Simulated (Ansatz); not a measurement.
**Pressure series in ZnCu**

Consider ZnCu in the CsCl type structure (space group Pm-3m, No. 221).

```cif
data_CuZn
_chemical_formula_sum 'Zn1 Cu1'
_space_group_name_H-M_alt 'P 1'
_space_group_IT_number 1
_cell_length_a 2.96382
_cell_length_b 2.96382
_cell_length_c 2.96382
_cell_angle_alpha 90.000
_cell_angle_beta 90.000
_cell_angle_gamma 90.000
loop_
_space_group_symop_operation_xyz
  'x, y, z'
loop_
_atom_site_label
_atom_site_type_symbol
_atom_site_fract_x
_atom_site_fract_y
_atom_site_fract_z
_atom_site_occupancy
Zn1 Zn 0.50000 0.50000 0.50000 1
Cu1 Cu 0.00000 0.00000 0.00000 1
```

Cell and atoms are relaxed at each pressure.

The values are results of PBE/PAW in Ansatz (a first-principles code), scalar-relativistic without spin-orbit coupling, not measurements.

Notes on the quantities. enthalpy: H = E + PV relative to the base's energy.

| variant | enthalpy | shortest interatomic distance |
|---|---|---|
| base | – | 4.850 bohr |
| pressure −2 GPa | -0.16 eV/atom | 4.880 bohr |
| pressure −1 GPa | -0.08 eV/atom | 4.865 bohr |
| pressure 0.9 GPa | +0.07 eV/atom | 4.838 bohr |
| pressure 2.1 GPa | +0.17 eV/atom | 4.822 bohr |
| pressure 4.5 GPa | +0.36 eV/atom | 4.793 bohr |
| pressure 9 GPa | +0.71 eV/atom | (withheld) |
| pressure 15 GPa | +1.15 eV/atom | (withheld) |
| pressure 22.5 GPa | +1.69 eV/atom | (withheld) |
| pressure 30 GPa | +2.22 eV/atom | 4.582 bohr |

Fill in the withheld entries from the trend.


- pressure 9 GPa, shortest interatomic distance: 4.744 bohr
- pressure 15 GPa, shortest interatomic distance: 4.689 bohr
- pressure 22.5 GPa, shortest interatomic distance: 4.631 bohr

Load acts through the strain it causes; cell and atoms are relaxed under it. No phonon test of stability was made. Competing high-pressure phases were not computed. All final runs are without spin polarisation.
